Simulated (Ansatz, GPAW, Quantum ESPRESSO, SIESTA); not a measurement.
# One structure in several programs: Ta2Co (I4/mcm, 6 atoms in the cell)

Self-consistent single point.

```xyz
6
Lattice="-3.0421 3.0421 2.4828 3.0421 -3.0421 2.4828 3.0421 3.0421 -2.4828" Properties=species:S:1:pos:R:3 pbc="T T T"
Ta     4.0238     0.9817     0.0000
Ta    -0.9817     2.0604     2.4828
Ta     2.0604     0.9817     2.4828
Ta     0.9817     2.0604     0.0000
Co     0.0000     0.0000     3.7241
Co     0.0000     0.0000     1.2414
```

Shared settings, as Ansatz (a first-principles code) writes them: kpoints.mp_grid.grid = 5 5 5; scf.occupations.method = fermi_dirac; scf.occupations.width = 0.1 eV. Potentials and cutoffs stand in the table.

```tsv
code	model	pressure (GPa)	largest force (eV/Å)	cutoff
GPAW	PBEsol, GPAW PAW datasets PBEsol (made by gpaw-setup)	-3.15	0.013	800 eV
SIESTA	GGA PBEsol, numerical atomic orbitals DZP, PseudoDojo PBEsol standard norm-conserving potentials (rewritten from UPF to PSML)	-7.13	0.108	grid 300 Ry
Quantum ESPRESSO	PBEsol, PSlibrary PAW (PBE) pseudopotentials	-5.18	0.002	50 Ry
Ansatz	PBEsol, default PAW files made with PBE	-3.81	0.003	default
```

On Ansatz's run: spin-orbit coupling is off. Spin polarisation is off.

The spread over the programs that give each value: pressure within 3.98 GPa; largest force within 0.106 eV/Å.

SIESTA uses small atom-centred bases, whose incompleteness enters pressures, forces and empty levels differently from a plane-wave cutoff. Ansatz's pressure is given at a fixed set of plane waves, as the other plane-wave codes print theirs; with its correction for the finite basis it is -3.72 GPa. In the pressure, SIESTA (by 3.32) and Quantum ESPRESSO (by 1.36) lie more than 1 GPa from the median of the plane-wave programs. In the force vectors, SIESTA (by 0.109) lies more than 0.08 eV/Å from the median of the plane-wave programs.

On the base mesh (6 6 6) the same programs gave: Ansatz pressure -3.81 GPa; Quantum ESPRESSO pressure -5.17 GPa; GPAW pressure -3.16 GPa; SIESTA pressure -7.13 GPa.

The starting cell comes from a database of computed structures (which also holds hypothetical and non-ambient phases and stackings), without a prior relaxation at this level.

Left out of this page: CP2K (on another mesh); Elk (not drawn, or without a comparable value).

Keys are those of Ansatz 0.2.
